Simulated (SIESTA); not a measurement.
SIESTA run on Mg3Al (Pm-3m, 4 atoms in the cell): self-consistent single point.

Level of theory: GGA PBEsol, numerical atomic orbitals DZP, PseudoDojo PBEsol standard norm-conserving potentials (rewritten from UPF to PSML) in SIESTA.

```
Mg3Al
1.0
    4.35433     0.00000     0.00000
    0.00000     4.35433     0.00000
    0.00000     0.00000     4.35433
Mg Al
3 1
Direct
  0.50000   0.50000   0.00000
  0.00000   0.50000   0.50000
  0.50000   0.00000   0.50000
  0.00000   0.00000   0.00000
```

Reference input (self-consistent single point, DFT, GGA PBEsol, numerical atomic orbitals DZP, PseudoDojo PBEsol standard norm-conserving potentials (rewritten from UPF to PSML)): XC.functional = GGA; XC.authors = PBEsol; potentials = PseudoDojo PBEsol standard; PAO.BasisSize = DZP; PAO.EnergyShift = 0.005 Ry; MeshCutoff = 300 Ry; kgrid.MonkhorstPack = 10 10 10; OccupationFunction = FD; ElectronicTemperature = 0.05 eV; MaxSCFIterations = 150; SCF.Mixer.Method = Broyden; SCF.Mixer.Weight = 0.1. This run's input differs from it in these lines:

```diff
@@ -30,5 +30,5 @@
 %block kgrid.MonkhorstPack
-   10   0   0  0.0
-    0  10   0  0.0
-    0   0  10  0.0
+    5   0   0  0.0
+    0   5   0  0.0
+    0   0   5  0.0
 %endblock kgrid.MonkhorstPack
```

Output (repeated stretches shortened):

```
        iscf     Eharris(eV)        E_KS(eV)     FreeEng(eV)     dDmax    Ef(eV) dHmax(eV)
   scf:    1    -4887.311525    -4901.864399    -4901.873856  1.141514 -3.953271  3.729986
   scf:    2    -4902.140403    -4902.006724    -4902.013740  0.043624 -3.912709  3.199721
   scf:    3    -4902.279574    -4902.231679    -4902.236111  0.216220 -3.756268  0.568559
   scf:    4    -4902.254263    -4902.243433    -4902.248013  0.036905 -3.768993  0.291885
   scf:    5    -4902.257212    -4902.252530    -4902.257334  0.061917 -3.798492  0.009187
   [... 4 lines left out ...]
   scf:   10    -4902.252550    -4902.252550    -4902.257349  0.000413 -3.801519  0.000325
   scf:   11    -4902.252550    -4902.252550    -4902.257349  0.000073 -3.801584  0.000241
   scf:   12    -4902.252550    -4902.252550    -4902.257349  0.000013 -3.801598  0.000203
   scf:   13    -4902.252550    -4902.252550    -4902.257349  0.000009 -3.801601  0.000178
SCF Convergence by DM+H criterion
max |DM_out - DM_in|         :     0.0000092296
max |H_out - H_in|      (eV) :     0.0001780305
SCF cycle converged after 13 iterations

Using DM_out to compute the final energy and forces

siesta: E_KS(eV) =            -4902.2525

siesta: E_KS - E_eggbox =     -4902.2525

siesta: Atomic forces (eV/Ang):
     1   -0.000000   -0.000000   -0.000000
     2    0.000000    0.000000    0.000000
     3   -0.000000    0.000000   -0.000000
     4   -0.000000    0.000000   -0.000000
   Tot    0.000000    0.000000   -0.000000
   Max    0.000000
   Res    0.000000    sqrt( Sum f_i^2 / 3N )
   Max    0.000000    constrained

Stress tensor Voigt[x,y,z,yz,xz,xy] (kbar):      -26.40      -26.40      -26.40       -0.00        0.00       -0.00
(Free)E + p*V (eV/cell)    -4900.8970
   [... lines left out ...]
siesta: FreeEng =     -4902.257349
siesta: Cell volume =         82.559037 Ang**3
siesta:          26.40009407         26.40009407  kBar
   [... lines left out ...]
               3Pdxy   3Pdyz   3Pdz2   3Pdxz   3Pdx2-y2
   4  4.436   1.377  -0.074   1.379   1.379   1.379  -0.430  -0.430  -0.430
              0.077   0.077   0.028   0.077   0.028

mulliken: Qtot =       33.000

Mulliken Atomic Populations:
Atom #   charge [q] valence [e]  Species
     1     0.478753    9.521247  Mg
     2     0.478754    9.521246  Mg
     3     0.478754    9.521246  Mg
     4    -1.436262    4.436262  Al
 Total    -0.000000
```

The run converged in 13 iterations. Against the reference run the free energy goes up by 6.4 meV/atom and the pressure goes from 2.76 to 2.64 GPa.

The starting cell comes from a database of computed structures (which also holds hypothetical and non-ambient phases and stackings), without a prior relaxation at this level. Its lattice was rescaled by a random factor within 2.5 % of one. Values carry the incompleteness of an atom-centred basis.

Cost on one core of a shared machine: roughly 40 s.
